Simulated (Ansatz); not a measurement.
We consider InP (P6₃mc, No. 186, 4 atoms in the cell; start mp-966800; a measured phase of this formula has another space group), described by PBEsol+SOC (PAW; Ansatz, a first-principles code).

From the output:

```
Crystal: 4 atoms, lattice volume = 101.510 Å³
Basis set: ecut = 520 eV, 2743 PW (Γ), exchange–correlation on 64×64×108 points (8 copies of the dense FFT grid, shifted against one another)
Bands: 44, of which v1, the nominal top of the filled ones, is band 36 counted from 1 (35 counted from 0)
Symmetry: 12 space group operations + 12 with time reversal
k-points: 76 of 864 (time reversal used)
Initial density: superposition of atomic densities (chi_scale 0.1, normalization cell, long waves kept (reshape's long-wave potential 0.00 eV rms))
Functional: x = pbesol(κ = 0.804, μ = 0.12345679012345678), c = pbesol(β = 0.046)
spin=Noncollinear: Resta preconditioning applied to the charge; magnetization (m_x, m_y, m_z) channels mix plain (no charge-response kernel on spin).
SCF 1 converged in 9 iterations: F = -12535.482945 eV  dr2 = 2.77e-10
SCF converged after 9 iterations
Free energy (F): -12535.482945 eV
Internal energy: -12535.482945 eV  (E = F + TS)
E sigma→0 (E₀):  -12535.482945 eV
Fermi energy:    7.164365 eV
--- Stress (GPa, compression-positive) ---
       -0.080063       0.000000       0.000000
       -0.000000      -0.080063      -0.000000
        0.000000       0.000000      -0.082343
  P = ⅓ Tr σ = -0.0808 GPa (-0.808 kbar)
```

### Question
Write an input file that could have produced this run (the log leaves some choices open).

### Answer
Several could match; the one computed here: 
Ansatz 0.2 input:
```yaml
crystal:
  lattice:
    - [4.1485175121, 0.0, 0.0]
    - [-2.074258756, 3.5927215535, 0.0]
    - [0.0, 0.0, 6.8107253259]
  atoms:
    - { symbol: In, position: [0.6666666667, 0.3333333333, 0.5002243841] }
    - { symbol: In, position: [0.3333333333, 0.6666666667, 0.0002243841] }
    - { symbol: P, position: [0.6666666667, 0.3333333333, 0.8747756159] }
    - { symbol: P, position: [0.3333333333, 0.6666666667, 0.3747756159] }
basis:
  ecutwfc: 520
  ecutrho_ratio: 4
  xc_grid: 2
kpoints:
  mp_grid: { grid: [12, 12, 6] }
  band_path:
    path:
      - [0.0, 0.0, 0.0]
      - [0.0625, 0.0, 0.0]
      - [0.125, 0.0, 0.0]
      - [0.1875, 0.0, 0.0]
      - [0.25, 0.0, 0.0]
      - [0.3125, 0.0, 0.0]
      - [0.375, 0.0, 0.0]
      - [0.4375, 0.0, 0.0]
      - [0.5, 0.0, 0.0]
      - [0.458333, 0.083333, 0.0]
      - [0.416667, 0.166667, 0.0]
      - [0.375, 0.25, 0.0]
      - [0.333333, 0.333333, 0.0]
      - [0.3, 0.3, 0.0]
      - [0.266667, 0.266667, 0.0]
      - [0.233333, 0.233333, 0.0]
      - [0.2, 0.2, 0.0]
      - [0.166667, 0.166667, 0.0]
      - [0.133333, 0.133333, 0.0]
      - [0.1, 0.1, 0.0]
      - [0.066667, 0.066667, 0.0]
      - [0.033333, 0.033333, 0.0]
      - [0.0, 0.0, 0.125]
      - [0.0, 0.0, 0.25]
      - [0.0, 0.0, 0.375]
      - [0.0, 0.0, 0.5]
      - [0.0625, 0.0, 0.5]
      - [0.125, 0.0, 0.5]
      - [0.1875, 0.0, 0.5]
      - [0.25, 0.0, 0.5]
      - [0.3125, 0.0, 0.5]
      - [0.375, 0.0, 0.5]
      - [0.4375, 0.0, 0.5]
      - [0.5, 0.0, 0.5]
      - [0.458333, 0.083333, 0.5]
      - [0.416667, 0.166667, 0.5]
      - [0.375, 0.25, 0.5]
      - [0.333333, 0.333333, 0.5]
      - [0.3, 0.3, 0.5]
      - [0.266667, 0.266667, 0.5]
      - [0.233333, 0.233333, 0.5]
      - [0.2, 0.2, 0.5]
      - [0.166667, 0.166667, 0.5]
      - [0.133333, 0.133333, 0.5]
      - [0.1, 0.1, 0.5]
      - [0.066667, 0.066667, 0.5]
      - [0.033333, 0.033333, 0.5]
      - [0.5, 0.0, 0.375]
      - [0.5, 0.0, 0.25]
      - [0.5, 0.0, 0.125]
      - [0.333333, 0.333333, 0.375]
      - [0.333333, 0.333333, 0.25]
      - [0.333333, 0.333333, 0.125]
    npoints: 1
hamiltonian:
  xc: pbesol
  dispersion: none
  pseudopotentials: { kind: paw }
scf:
  occupations: { method: fermi_dirac, width: 0.01 }
  convergence: { dr2_threshold: 0.0000000004 }
output:
  forces: true
  stress: true
  eigenvalues: true
  write_bands: true
magnetization:
  noncollinear: true
  spin_orbit: true
```

The PAW data were made under PBE.

Cost on a shared machine: very roughly 2.3 core-minutes.

A start named mp-… is a Materials Project structure, which need not be a measured phase.
